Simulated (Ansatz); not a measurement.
The reference is Pt in the fcc (Cu type) structure (space group Fm-3m, No. 225; a = 3.920 Å; relaxed with 0.1 eV smearing). Axes: x, y, z lie along the cube axes.

Calculations: PBEsol/PAW in Ansatz (a first-principles code), spin-orbit coupling left out.

For the base:

The volume per atom is 15.06 Å³.

Perturbation: biaxial strain +0.50 %, plane normal [001], relaxed out of plane (Cartesian); in-plane vectors clamped, the third vector and the atoms free.

Task: How does this affect the energy relative to the base?

Result: The energy increases by 0.6 meV/atom.

Task: How does this affect the volume per atom?

Result: The volume per atom rises by 0.04 Å³, from 15.06 Å³ to 15.10 Å³.

Task: Estimate the effect on the in-plane stress.

Result: The mean in-plane stress (compression positive) comes out as -1.2 GPa.

No phonon test of stability was made. All final runs are without spin polarisation.
